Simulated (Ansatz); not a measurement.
## Ag: 5 layers

The parent structure is Ag in the fcc (Cu type) structure (space group Fm-3m, No. 225; a = 4.054 Å). Axes: x, y, z lie along the cube axes.

It is then changed as follows: a free-standing slab of 5 layers (5 atoms, 1 a layer) is cut normal to [111], with 15 Å of vacuum and the in-plane cell held at bulk.

Method: plane-wave PAW DFT at the PBEsol level (Ansatz, a first-principles code, 420 eV), no spin-orbit coupling. Γ-centred 19×19×1 mesh, Fermi–Dirac width 0.05 eV, for the changed cell.

The layer's space group (with vacuum) comes out as P-3m1 (No. 164) and the shortest interatomic distance shrinks by 0.012 Å to 2.855 Å. The band gap remains zero and the excess energy per area of both faces (slab less bulk energy over the cell's area: twice a surface energy) comes out as 2.0 J/m² (uncertain by up to 0.1 J/m²). The thickness between the outermost nuclei amounts to 9.32 Å and the change of the spacing d12 from its bulk value of 2.341 Å amounts to -0.6 %. The change of the spacing d23 from its bulk value of 2.341 Å is -0.2 %.

Slab and bulk use different k-meshes, which limits the precision of the excess energy. No phonon test of stability was made.
